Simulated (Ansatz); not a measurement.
The starting structures come from a database of crystals and need not be the phases stable at ambient conditions.

Inside the gap of an insulator the Bloch states are evanescent, with a wavenumber k + iκ along the transport direction.

Data:

```yaml
crystal:
  lattice:
    - [2.56397, 0.00000, 0.00000]
    - [0.00000, 2.56397, 0.00000]
    - [1.28198, 1.28198, 1.86739]
  atoms:
    - { symbol: B, position: [0.00000, 0.00000, 0.00000] }
    - { symbol: N, position: [0.25000, 0.75000, 0.50000] }
```

Space group of this cell: I-4m2. The cell is strained (lengths along the current scaled by 1.03, ions clamped); by r2SCAN its mean pressure is -15.6 GPa.

Transport runs along the normal of the first two printed cell vectors, the (001) (indices of the unstrained crystal) plane of the conventional cell.

No gap correction and no spin-orbit coupling; mid-gap values are interpolated between computed energies.

Problem. Give the band gap and the smallest decay constant κ at mid-gap that r2SCAN run with Ansatz (a first-principles code) yields.

Solution. Gap 4.68 eV on a 16×16×16 mesh; κ = 0.391 1/Å, at (0.500, 0.500) of the in-plane reciprocal vectors. At the zone centre, at the nearest computed energy, the slowest state has κ = 0.46 1/Å.
